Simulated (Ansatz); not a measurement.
Consider ZnS in the zinc blende structure (space group F-43m, No. 216; a = 5.297 Å). Axes: x, y, z lie along the cube axes.

Computed with LDA/PAW in Ansatz (a program for electronic structure), spin-orbit coupling left out.

For the base:

| Property | Result |
|---|---|
| Valence-band top at Γ | 0.00, 0.00, 0.00 eV |
| Pressure | -0.1 kbar |
| Valley order | Γ 2.13 eV; X along ⟨100⟩ 3.05 eV; L along ⟨111⟩ 3.20 eV |

One thing is altered: biaxial strain +2.00 %, plane normal [001], relaxed out of plane (Cartesian); in-plane vectors clamped, the third vector and the atoms free.

**Question.** What happens to the valence-band top at Γ?

**Answer.** The valence-band top at Γ (three highest levels, from the VBM) becomes 0.00, -0.15, -0.15 eV (base: 0.00, 0.00, 0.00 eV).

**Question.** What does the calculation give for the energy relative to the base after the change?

**Answer.** The energy grows by 4.5 meV/atom.

**Question.** What does the calculation give for the out-of-plane strain after the change?

**Answer.** The out-of-plane strain comes out as -2.49 %.

**Question.** Predict the new pressure.

**Answer.** The pressure (mean of the normal stresses, compression positive) shrinks by 12.66 kbar (-0.1 kbar → -12.7 kbar).

**Question.** What does the calculation give for the valley order after the change?

**Answer.** The valley order (the lowest conduction-band minima on the path, energy above the VBM, named in the base's zone) changes from Γ 2.13 eV; X along ⟨100⟩ 3.05 eV; L along ⟨111⟩ 3.20 eV to Γ 1.95 eV; X along [001] 2.83 eV; L along [1-1-1] 3.05 eV; X along [100] 3.07 eV.

The levels and masses belong to the bands next to the band gap. No phonon test of stability was made.
